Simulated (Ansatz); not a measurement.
Ta2B2Si (model structure, started from the Ti2InB2 type, P-6m2, No. 187, 5 atoms in the cell) was calculated with LDA in Ansatz (plane waves, PAW).

Numerical settings: plane-wave cutoff 520 eV, 24×24×8 k mesh (along the axes of the cell as run), Fermi–Dirac smearing 0.05 eV, scalar-relativistic PAW data made under PBE.

Cell (relaxed at this level):

```cif
data_B2SiTa2
_chemical_formula_sum 'Ta2 Si1 B2'
_space_group_name_H-M_alt 'P 1'
_space_group_IT_number 1
_cell_length_a 3.11488
_cell_length_b 3.11488
_cell_length_c 6.86549
_cell_angle_alpha 90.000
_cell_angle_beta 90.000
_cell_angle_gamma 120.000
loop_
_space_group_symop_operation_xyz
  'x, y, z'
loop_
_atom_site_label
_atom_site_type_symbol
_atom_site_fract_x
_atom_site_fract_y
_atom_site_fract_z
_atom_site_occupancy
Ta1 Ta 0.33333 0.66667 0.72725 1
Ta2 Ta 0.33333 0.66667 0.27275 1
Si1 Si 0.00000 0.00000 0.00000 1
B1 B 0.00000 0.00000 0.50000 1
B2 B 0.66667 0.33333 0.50000 1
```

Predict the bulk modulus.


- bulk modulus = 261 GPa

The run finds no gap.

Note: the bulk modulus is −V dP/dV from two relaxed cells at ±2 % in volume; the relaxation could raise the start's symmetry but not lower it, so the cell can be a saddle point.

Spin–orbit coupling is not included; it can open a gap where bands touch, and shift volumes and moduli.

Static lattice: no zero-point or thermal effects.

Computing time: around 6 core-minutes (rough).

A model structure was made by putting elements into a prototype or built by hand; it is no filed structure, need not be a known phase, and can be a saddle point held by its symmetry.

Ansatz is a first-principles code.
